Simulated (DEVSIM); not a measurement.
**illuminated Si n-on-p cell, one wavelength**

Device: illuminated Si n-on-p cell, one wavelength, at 300 K.

| layer (left to right) | material | thickness (μm) | Nd (cm⁻³) | Na (cm⁻³) | τn (s) | τp (s) | absorption coefficient (cm⁻¹) |
|---|---|---|---|---|---|---|---|
| 1 | Si | 0.910 | 8.1e18 | - | 3.9e-8 | 9.1e-8 | 610 |
| 2 | Si | 130 | - | 1e16 | 4.8e-7 | 4.8e-7 | 610 |

Left contact: ohmic, minority hole recombination velocity 30000 cm/s. Right contact: ohmic, minority electron recombination velocity 1000 cm/s. Voltage is applied to the left contact. Recombination: SRH at mid-gap, radiative, Auger. Light enters at the left, 1.6e18 photons cm⁻² s⁻¹, one pass, no reflection. Mobility is μmin + (μ − μmin)/(1 + (N/Nref)^α).

Constants are typed, rounded textbook-type inputs, not results; the design itself was drawn at random and stands for no fabricated device. Values at 300 K.

| parameter | Si |
|---|---|
| gap (eV) | 1.124 |
| affinity (eV) | 4.05 |
| permittivity | 11.7 |
| Nc (cm⁻³) | 2.86e19 |
| Nv (cm⁻³) | 3.1e19 |
| μn (cm²/Vs) | 1417 |
| μp (cm²/Vs) | 470 |
| μn,min | 52 |
| μp,min | 45 |
| Nref,n | 9.7e16 |
| Nref,p | 2.2e17 |
| αn | 0.68 |
| αp | 0.72 |
| B (cm³/s) | 4.7e-15 |
| Cn (cm⁶/s) | 2.8e-31 |
| Cp (cm⁶/s) | 9.9e-32 |

Model (solved in DEVSIM): 1D drift-diffusion, Boltzmann statistics, complete ionisation; no tunnelling, impact ionisation, image-force lowering or self-heating.

- Potential step across the device at zero bias: 0.884 V
- Largest field in the device at zero bias: 160000 V/cm
- Dark forward voltage at 1 A/cm²: 0.660 V
- Dark forward voltage at 100 A/cm²: 0.994 V
- Short-circuit current: 182 mA/cm²
- Open-circuit voltage: 0.600 V
- Fill factor: 0.82
- Largest power: 89.5 mW/cm²
- Share of generated pairs collected at short circuit: 0.710

Dark forward current:

(V (V), J (A/cm²)): (-0.05, -8.9e-9); (-0.10, -3.2e-8); (-0.15, -9.7e-8); (-0.20, -3.0e-7); (-0.25, -9.8e-7); (-0.30, -3.7e-6); (-0.35, -1.7e-5); (-0.40, -9.5e-5); (-0.45, -0.00059); (-0.50, -0.0039); (-0.55, -0.026); (-0.60, -0.16); (-0.65, -0.80); (-0.70, -2.5); (-0.75, -5.4); (-0.80, -10); (-0.85, -18); (-0.90, -33); (-0.95, -60); (-1.00, -110); (-1.05, -190); (-1.10, -320); (-1.15, -500); (-1.20, -760); (-1.25, -1100); (-1.30, -1500); (-1.35, -2000); (-1.40, -2500)

Small-signal capacitance in reverse bias (quasi-static):

```csv
V (V),C (nF/cm²)
0.04,32.3
0.1,31.1
0.2,29.4
0.3,27.9
0.4,26.7
0.6,24.6
0.8,23.0
1,21.6
1.3,20.0
1.6,18.7
2,17.3
```
